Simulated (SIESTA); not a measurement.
Worked example: self-consistent single point of Y2Al3Si2 (C2/m, 7 atoms in the cell) in SIESTA.

Computed with SIESTA with GGA PBEsol, numerical atomic orbitals DZP, PseudoDojo PBEsol standard norm-conserving potentials (rewritten from UPF to PSML).

```
Y2Al3Si2
1.0
    5.06316    -2.01418     0.00000
    5.06316     2.01418     0.00000
   -1.27393     0.00000     6.46305
Y Al Si
2 3 2
Cartesian
  2.98314   0.00000   4.38104
  5.86925   0.00000   2.08201
  5.92586   0.00000   5.61090
  2.92653   0.00000   0.85215
  0.00000   0.00000   0.00000
  8.73932   0.00000   2.31694
  0.11307   0.00000   4.14611
```

Reference input (self-consistent single point, DFT, LDA PW92, numerical atomic orbitals DZP, PseudoDojo LDA standard norm-conserving potentials (rewritten from UPF to PSML)): XC.functional = LDA; XC.authors = PW92; potentials = PseudoDojo LDA standard; PAO.BasisSize = DZP; PAO.EnergyShift = 0.01 Ry; MeshCutoff = 400 Ry; kgrid.MonkhorstPack = 6 6 4; OccupationFunction = MP; OccupationMPOrder = 0; ElectronicTemperature = 0.05 eV; MaxSCFIterations = 150; SCF.Mixer.Method = Pulay. This run's input differs from it in these lines:

```diff
@@ -1,2 +1,2 @@
-# files in the folder: Y.psml Al.psml Si.psml (PseudoDojo LDA standard)
+# files in the folder: Y.psml Al.psml Si.psml (PseudoDojo PBEsol standard)
 SystemName  Y2Al3Si2
@@ -28,4 +28,4 @@
 
-XC.functional                LDA
-XC.authors                   PW92
+XC.functional                GGA
+XC.authors                   PBEsol
 PAO.BasisSize                DZP
```

Output (repeated stretches shortened):

```
        iscf     Eharris(eV)        E_KS(eV)     FreeEng(eV)     dDmax    Ef(eV) dHmax(eV)
   scf:    1    -2618.956554    -2641.212825    -2641.216823  1.817336 -4.933073  2.725608
   scf:    2    -2641.577737    -2641.403883    -2641.408004  0.021073 -4.953911  2.218201
   scf:    3    -2641.805633    -2641.657698    -2641.661627  0.058778 -5.018846  0.751477
   scf:    4    -2641.703906    -2641.683627    -2641.687572  0.022001 -5.041651  0.270505
   scf:    5    -2641.700168    -2641.693313    -2641.697301  0.021081 -5.061493  0.077486
   scf:    6    -2641.692327    -2641.693764    -2641.697757  0.002902 -5.058232  0.103362
   scf:    7    -2641.694897    -2641.694598    -2641.698591  0.003832 -5.062849  0.004157
   scf:    8    -2641.694619    -2641.694610    -2641.698602  0.000487 -5.062938  0.002441
   scf:    9    -2641.694618    -2641.694614    -2641.698604  0.000181 -5.063034  0.000610
   scf:   10    -2641.694615    -2641.694615    -2641.698605  0.000043 -5.063045  0.000438
SCF Convergence by DM+H criterion
max |DM_out - DM_in|         :     0.0000431837
max |H_out - H_in|      (eV) :     0.0004380077
SCF cycle converged after 10 iterations

Using DM_out to compute the final energy and forces

siesta: E_KS(eV) =            -2641.6946

siesta: E_KS - E_eggbox =     -2641.6946

siesta: Atomic forces (eV/Ang):
     1   -0.031673    0.000000   -0.156630
     2    0.031673    0.000000    0.156630
     3    0.011845   -0.000000   -0.063483
     4   -0.011845    0.000000    0.063483
     5   -0.000000   -0.000000   -0.000000
     6   -0.159279   -0.000000    0.059408
     7    0.159278   -0.000000   -0.059408
   Tot   -0.000000    0.000000   -0.000001
   Max    0.159279
   Res    0.074709    sqrt( Sum f_i^2 / 3N )
   Max    0.159279    constrained

   [... lines left out ...]
siesta: FreeEng =     -2641.698605
   [... lines left out ...]
siesta:     0.004381   -0.000000   -0.002867
siesta:     0.000000    0.007394   -0.000000
siesta:    -0.002868   -0.000000    0.004558

siesta: Cell volume =        131.822165 Ang**3

siesta: Pressure (static):
siesta:                Solid            Molecule  Units
siesta:          -0.00005929         -0.00000372  Ry/Bohr**3
siesta:          -0.00544420         -0.00034160  eV/Ang**3
siesta:          -8.72256468         -0.54730908  kBar
```

The run converged in 10 iterations. Against the reference run the pressure goes from -3.06 to -0.87 GPa and the largest force hardly changes (0.171 to 0.170 eV/Å).

The starting cell comes from a database of computed structures (which also holds hypothetical and non-ambient phases and stackings), without a prior relaxation at this level. Its lattice was rescaled by a random factor within 2.5 % of one. Values carry the incompleteness of an atom-centred basis.

Cost on one core of a shared machine: roughly 3 min.
